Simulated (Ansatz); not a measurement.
```yaml
crystal:
  lattice:
    - [0.00000, 2.54362, 2.54362]
    - [2.54362, 0.00000, 2.54362]
    - [2.54362, 2.54362, 0.00000]
  atoms:
    - { symbol: O, position: [0.00000, 0.00000, 0.00000] }
    - { symbol: Ba, position: [0.50000, 0.50000, 0.50000] }
```

No spin polarisation.

All numbers come from PBEsol, PAW, 420 eV (Ansatz, a program for electronic structure; scalar-relativistic without spin-orbit coupling). Settings: 10×10×10 k-points, 0.05 eV Fermi–Dirac smearing.

### Question
What band gap does the calculation give?

### Answer
0.64 eV.

### Question
Predict the hole mass.

### Answer
0.30 mₑ along k, 2.4 mₑ across (at X).

Load acts through the strain it causes; cell and atoms are relaxed under it. Effective masses come from finite differences of ±0.01 Å⁻¹. Along k means along the line from Γ to the band edge. No phonon test of stability was made. Competing high-pressure phases were not computed. The cell was made from BaO in the rock salt structure (space group Fm-3m, No. 225) by this change: pressure 30 GPa.
